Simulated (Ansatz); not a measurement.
## Harmonic thermodynamics of PbS in the rock salt structure

Per mole of formula units at the relaxed static volume; finite displacements on a 6×6×6 mesh, DFT at the r2SCAN level (Ansatz, a program for electronic structure), k mesh 6×6×6; sums on an interpolated 12×12×12 mesh. Spin-orbit coupling is not included. Zero-point energy 3.89 kJ/mol.

| T (K) | F_vib (kJ/mol) | S (J/mol/K) | C_V (J/mol/K) |
|---|---|---|---|
| 100 | 1.91 | 43.0 | 39.7 |
| 150 | -0.69 | 60.2 | 44.6 |
| 200 | -4.04 | 73.4 | 46.7 |
| 250 | -7.98 | 83.9 | 47.8 |
| 300 | -12.40 | 92.7 | 48.4 |
| 400 | … | … | … |
| 600 | -45.88 | 126.7 | 49.5 |
| 800 | -72.72 | 141.0 | 49.7 |
| 1000 | -102.07 | 152.1 | 49.7 |

Q: What belongs in the gaps?

A: 
- 400, F_vib (kJ/mol): -22.41
- 400, S (J/mol/K): 106.7
- 400, C_V (J/mol/K): 49.0

The crystal is held in this phase throughout; melting and phase transitions are not modelled.
